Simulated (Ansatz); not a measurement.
bcc Eu, treated with BLYP in Ansatz (plane waves, PAW).

Settings: plane-wave cutoff 520 eV, 18×18×18 k mesh, Fermi–Dirac smearing 0.05 eV, spin-polarised with parallel moments, scalar-relativistic PAW data made under PBE.

Cell (relaxed at this level):

```yaml
crystal:
  lattice:
    - [-2.22940, 2.22940, 2.22940]
    - [2.22940, -2.22940, 2.22940]
    - [2.22940, 2.22940, -2.22940]
  atoms:
    - { symbol: Eu, position: [0.00000, 0.00000, 0.00000], spin: 7.0 }
```

Task: What does this level give for the bulk modulus, magnetic moment per atom (the cell's total over its atoms) and pressure derivative B′ of the bulk modulus?

Result: 
- bulk modulus = 13.1 GPa
- magnetic moment per atom (the cell's total over its atoms) = 7.18 μB
- pressure derivative B′ of the bulk modulus = 3.9

The run finds no gap.

Measured, for comparison: bulk modulus 10.9 ± 0.6 GPa (room temperature, no zero-point or thermal correction, our sources range from 10.9 to 11.7; as tabulated in arXiv:1012.3782). Computed (rounded) less measured: bulk modulus +20 % (+12 % to +20 % over the range).

Note: the 4f shell is treated without U or exact exchange, so its levels and filling can be wrong; the collinear magnetic order is the start's and need not be the measured one.

Spins in the cell block are starting values.

Moments are spin moments.

Spin–orbit coupling is not included.

Static lattice: no zero-point or thermal effects.

Computing time: roughly 7 core-minutes.

Ansatz is a quantum-chemistry and plane-wave program.
